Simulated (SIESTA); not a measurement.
Worked example: self-consistent single point of a (001) slab of TiSb (cut from a parent of space group no. 186; 4 atoms in the cell) in SIESTA.

Computed with GGA PBE, numerical atomic orbitals DZP, PseudoDojo PBE standard norm-conserving potentials (rewritten from UPF to PSML) run with SIESTA.

```
TiSb
1.0
    4.52650     0.00000     0.00000
   -2.26325     3.92007     0.00000
    0.00000     0.00000    16.63490
Ti Sb
2 2
Direct
  0.66667   0.33333   0.58351
  0.33333   0.66667   0.36069
  0.66667   0.33333   0.41649
  0.33333   0.66667   0.63931
```

Reference input (self-consistent single point, DFT, GGA PBE, numerical atomic orbitals DZP, PseudoDojo PBE standard norm-conserving potentials (rewritten from UPF to PSML)): XC.functional = GGA; XC.authors = PBE; potentials = PseudoDojo PBE standard; PAO.BasisSize = DZP; PAO.EnergyShift = 0.005 Ry; MeshCutoff = 300 Ry; kgrid.MonkhorstPack = 7 7 1; OccupationFunction = FD; ElectronicTemperature = 136 meV; Slab.DipoleCorrection = vacuum; MaxSCFIterations = 150; SCF.Mixer.Method = Pulay. This run's input differs from it in these lines:

```diff
@@ -28,3 +28,3 @@
 PAO.EnergyShift              0.005 Ry
-MeshCutoff                   300 Ry
+MeshCutoff                   150 Ry
 %block kgrid.MonkhorstPack
```

Log, with long lists cut:

```
        iscf     Eharris(eV)        E_KS(eV)     FreeEng(eV)     dDmax    Ef(eV) dHmax(eV)
   scf:    1    -8123.861545    -8157.713423    -8158.141359  1.723118 -3.471268 24.406026
Dipole moment in unit cell =       0.0000       0.0000      81.9118 D
Electric field for dipole correction =    -0.000000    -0.000000   -10.454445 eV/Ang/e
   scf:    2    -7086.950156    -7851.869567    -7852.437744  1.216266 -4.688105102.596278
Dipole moment in unit cell =      -0.0000      -0.0000      -6.0395 D
Electric field for dipole correction =     0.000000     0.000000     0.770827 eV/Ang/e
   [... lines left out ...]
   scf:   19    -8174.033003    -8174.033012    -8174.565919  0.000047 -3.883927  0.000120
Dipole moment in unit cell =      -0.0000      -0.0000      -1.0018 D
Electric field for dipole correction =     0.000000     0.000000     0.127855 eV/Ang/e
   scf:   20    -8174.033016    -8174.033014    -8174.565919  0.000045 -3.884014  0.000074
Dipole moment in unit cell =      -0.0000      -0.0000      -1.0018 D
Electric field for dipole correction =     0.000000     0.000000     0.127858 eV/Ang/e
   scf:   21    -8174.033014    -8174.033014    -8174.565919  0.000006 -3.884023  0.000075
SCF Convergence by DM+H criterion
max |DM_out - DM_in|         :     0.0000056476
max |H_out - H_in|      (eV) :     0.0000751154
SCF cycle converged after 21 iterations

Using DM_out to compute the final energy and forces
Dipole moment in unit cell =      -0.0000      -0.0000      -1.0018 D
Electric field for dipole correction =     0.000000     0.000000     0.127858 eV/Ang/e

siesta: E_KS(eV) =            -8174.0330

siesta: E_KS - E_eggbox =     -8174.0330

siesta: Atomic forces (eV/Ang):
     1   -0.000813    0.000468    0.194507
     2    0.000921   -0.000531    0.703600
     3   -0.000915    0.000528   -0.460339
     4    0.000829   -0.000479   -0.440906
   Tot    0.000022   -0.000014   -0.003138
   Max    0.703600
   Res    0.279762    sqrt( Sum f_i^2 / 3N )
   Max    0.703600    constrained

   [... lines left out ...]
siesta: FreeEng =     -8174.565919
   [... lines left out ...]

siesta: Cell volume =        295.172629 Ang**3

siesta: Pressure (static):
siesta:                Solid            Molecule  Units
siesta:          -0.00009262         -0.00007113  Ry/Bohr**3
siesta:          -0.00850426         -0.00653044  eV/Ang**3
siesta:         -13.62531907        -10.46291801  kBar

siesta: Electric dipole (a.u.)  =   -0.000000   -0.000000   -0.394133
siesta: Electric dipole (Debye) =   -0.000000   -0.000000   -1.001786
```

The run converged in 21 iterations. Against the reference run the free energy goes down by 28.8 meV/atom and the largest force moves little (0.701 to 0.704 eV/Å).

The starting cell was generated: these elements placed on a structure prototype, without a prior relaxation; it need not be a known phase or ordering of this composition. The slab is cut from that crystal, and its faces are unrelaxed. Spin polarisation is off. Values carry the incompleteness of an atom-centred basis.
